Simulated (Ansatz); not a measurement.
Consider BAs in the zinc blende structure (space group F-43m, No. 216; a = 4.7679 Å).

Structures relaxed with PBEsol, PAW, 420 eV (Ansatz, a program for electronic structure; spin-orbit coupling left out).

Base:

Simulated powder pattern, Cu Kα1, λ = 1.54056 Å (kinematic, ideal powder, no thermal factors, no anomalous dispersion; the 8 strongest lines at most, above 2 %, up to 2θ = 90°):

```
2θ (°)  I/Imax (%)    hkl
------  ----------  -----
32.50          100  (111)
37.70           40  (200)
54.38           40  (220)
64.80           40  (311)
68.06          9.5  (222)
80.52          6.3  (400)
89.53           17  (331)
```

Modification: Ga takes the place of B on all its sites; the structure is relaxed again.

### Question
Predict the new powder pattern.

### Answer

Simulated powder pattern, Cu Kα1, λ = 1.54056 Å (kinematic, ideal powder, no thermal factors, no anomalous dispersion; the 8 strongest lines at most, above 2 %, up to 2θ = 90°):

```json
[
 {"2θ (°)": "27.27", "d (Å)": "3.267", "I/Imax (%)": "100", "hkl": "(111)"},
 {"2θ (°)": "45.29", "d (Å)": "2.001", "I/Imax (%)": "74", "hkl": "(220)"},
 {"2θ (°)": "53.67", "d (Å)": "1.706", "I/Imax (%)": "45", "hkl": "(311)"},
 {"2θ (°)": "65.98", "d (Å)": "1.415", "I/Imax (%)": "12", "hkl": "(400)"},
 {"2θ (°)": "72.79", "d (Å)": "1.298", "I/Imax (%)": "17", "hkl": "(331)"},
 {"2θ (°)": "83.65", "d (Å)": "1.155", "I/Imax (%)": "24", "hkl": "(422)"}
]
```

The indices refer to each structure's own conventional cell; one index is shown for lines that coincide.

Whether these cells are dynamically stable was not tested.
